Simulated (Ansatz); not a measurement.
**C: Se on a C site**

Take a 16-atom supercell of C in the diamond structure (space group Fd-3m, No. 227; a = 3.5603 Å) at its relaxed geometry as the base.

The change: one C atom is replaced by Se, atoms relaxed at fixed cell, starting from a slightly rattled geometry.

Computed with r2SCAN (Ansatz, an electronic-structure program; PAW; 500 eV plane waves; no SOC). Γ-centred 6×6×6 mesh, Fermi–Dirac width 0.01 eV.

The pressure goes from zero to 69.0 GPa and the mean distance from the defect site to its nearest host atoms increases by 0.21 Å to 1.75 Å.

Final structure:

```
SeC15
1.0
    0.00000     3.56028     3.56028
    3.56028     0.00000     3.56028
    3.56028     3.56028     0.00000
Se C
1 15
Direct
  0.25089   0.24891   0.24881
  0.25218   0.25028   0.74749
  0.25218   0.74763   0.25013
  0.25218   0.74763   0.74749
  0.74954   0.25028   0.25012
  0.74954   0.25029   0.74747
  0.74955   0.74763   0.25012
  0.75086   0.74896   0.74880
  0.39279   0.39088   0.39074
  0.39279   0.39089   0.82300
  0.39283   0.82309   0.39075
  0.37860   0.87304   0.87289
  0.82508   0.39089   0.39072
  0.87494   0.37671   0.87288
  0.87495   0.87304   0.37655
  0.87495   0.87305   0.87288
```

The magnetic state is the one reached from the starting moments; the real material's order can differ, and small cells can't hold many antiferromagnetic ones. The cell is small, so the values are those of an ordered compound at a high defect concentration; dilute-limit values will differ. The mesh was chosen for an insulator and is coarse for the gapless case. Starting moments died away, wholly or in part, for Se on a C site; another magnetic solution may exist. The defect cell is spin-polarised and ends with 0.0 μB.
